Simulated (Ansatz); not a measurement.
Eu on the Ga site (Eu_Ga) in metastable zinc-blende GaN: one set of geometries, relaxed with PBE, evaluated in Ansatz (PAW, plane waves to 420 eV, 500 eV under r2SCAN) with PBE, r2SCAN.

Cell and caveats: 64-site cell; 2×2×2 shifted k-points; start: the Ga site; no Hubbard U; energies good to tenths of an eV; flagged in the runs: a doubtful potential alignment.

```csv
quantity,PBE,r2SCAN
host gap (eV),1.54,1.94
"neutral formation energy against bcc Eu, ferromagnetic, alpha gallium (eV)",1.21,0.82
largest moment on one atom at charge 0 (μB),5.92,5.93
```

PBE narrows the gap by 0.40 eV against r2SCAN, the highest level run.

Ansatz is a first-principles code.
